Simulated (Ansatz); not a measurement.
An Ansatz (a quantum-chemistry and plane-wave program) input (DFT with PBEsol, PAW potentials and a 420 eV plane-wave cutoff in Ansatz, scalar-relativistic without spin-orbit coupling):

Ansatz 0.2 input:
```yaml
crystal:
  lattice:
    - [0.0651888697, 3.2594434858, 3.2594434858]
    - [3.2594434858, 0.0651888697, 3.2594434858]
    - [3.3246323555, 3.3246323555, 0]
  atoms:
    - { symbol: In, position: [0, 0, 0] }
    - { symbol: Sb, position: [0.25, 0.25, 0.25] }
basis: { ecutwfc: 420, ecutrho_ratio: 4, xc_grid: 2, fft_grid_basis: typed }
kpoints: { mp_grid: { grid: [12, 12, 12] } }
hamiltonian:
  xc: pbesol
  dispersion: none
  pseudopotentials: { kind: paw }
scf: { occupations: { method: fermi_dirac, width: 0.05 }, convergence: { dr2_threshold: 0.0000000002 } }
relax: { f_tol: 0.005, max_steps: 50 }
output: { forces: true, stress: true }
checkpoint: { write: state.ck, write_every: 1000 }
```

Question: Which symmetry and how many k-points will the program report, and about how many plane waves at Γ?

Answer: Space group Imm2 (ITA 44) with 4 operations, k-points 280 of 1728, and 1359 plane waves at Γ.

The cells carry an imposed strain or load. No phonon test of stability was made. All final runs are without spin polarisation. The cell was made from InSb in the zinc blende structure (space group F-43m, No. 216) by this change: tensor shear ε_xy = +2.00 %.
